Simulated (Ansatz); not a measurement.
# How far a parabola holds: energy against volume of CsCl-type CoGa

Results of LDA (Ansatz, a quantum-chemistry and plane-wave program, plane waves, PAW) for CsCl-type CoGa. Numerical settings: plane-wave cutoff 520 eV, 20×20×20 k mesh, Fermi–Dirac smearing 0.05 eV, no spin polarisation, scalar-relativistic PAW data made under PBE. The cell has no free parameter but its volume, all volumes share cutoff and mesh, and the runs aren't spin-polarised. Energies are free energies at the run's smearing, counted from the lowest row; static lattice.

| V (Å³/atom) | E (meV/atom) |
|---|---|
| 10.640 | 13.40 |
| 10.862 | 3.30 |
| 11.084 | 0.00 |
| 11.305 | 2.76 |
| 11.527 | 10.94 |
| 11.749 | ? |

Question: Using a parabola, estimate the missing E at V = 11.749 from the other rows, showing the fit.

Answer: With u = V - 11.08, the rows have u = -0.44000, -0.21800, 0.00400, 0.22500, 0.44700. Least squares gives E = 0.006 - 2.896·u + 61.886·u². Residuals (row less fit): 0.139, -0.278, 0.005, 0.273, -0.137; standard error 0.308 (degrees of freedom: 2). The fitted curve has its minimum at V = 11.1, where E = -0.03. Its curvature is d²E/dV² = 2 × 61.886 meV/Å⁶, so B = V0·d²E/dV² × 0.1602 = 220 GPa. At the withheld row, u = 0.66900, so E = 0.006 - 2.896 × 0.66900 + 61.886 × 0.66900² = 25.766 meV/atom. The calculation gives 23.95 meV/atom, 1.816 meV/atom below the prediction (7.6 % of the range of E in the table). The row lies outside the fitted rows, so this is an extrapolation. From the scatter of the fitted rows alone, a prediction at this place has a standard error of 0.729 meV/atom, so the miss is 2.5 times that.

The residuals are curvature that a parabola lacks, not noise. A solid that stiffens under compression and softens on expansion lies above the parabola at the compressed end and under it at the expanded end, as this row does. A third-order Birch-Murnaghan fit to the whole scan has B0 = 218 GPa. Only scans are tabulated whose curvature falls smoothly with volume, and where the parabola meets the shown rows within 5 % of their range and misses the end by 0.1 meV or more.
